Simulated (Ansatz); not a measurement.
Base system: Pt in the fcc (Cu type) structure (space group Fm-3m, No. 225; relaxed with 0.1 eV smearing).

```
Pt
1.0
    0.00000     1.95989     1.95989
    1.95989     0.00000     1.95989
    1.95989     1.95989     0.00000
Pt
1
Cartesian
  0.00000   0.00000   0.00000
```

Cartesian axes are those of the cell as printed.

Method: PBEsol (Ansatz, an electronic-structure program; PAW; 420 eV plane waves; scalar-relativistic without spin-orbit coupling).

For the base:

```
Quantity                        Result
-----------------------------  -------
Shortest interatomic distance  2.772 Å
```

It is then changed as follows: a pure shear with ε_xy = ε_yx = 0.0086, atoms relaxed at fixed cell.

Q: Predict the new shortest interatomic distance, energy relative to the base and stress.

A: The shortest interatomic distance drops by 0.024 Å (2.772 Å → 2.748 Å); the energy increases by 1.2 meV/atom; the stress (xx, yy, zz, yz, xz, xy; compression positive) amounts to (0.2, 0.2, -0.1, 0.0, 0.0, -1.5) GPa.

The cells carry an imposed strain or load. Stability against distortions was not tested. The final runs are not spin-polarised.
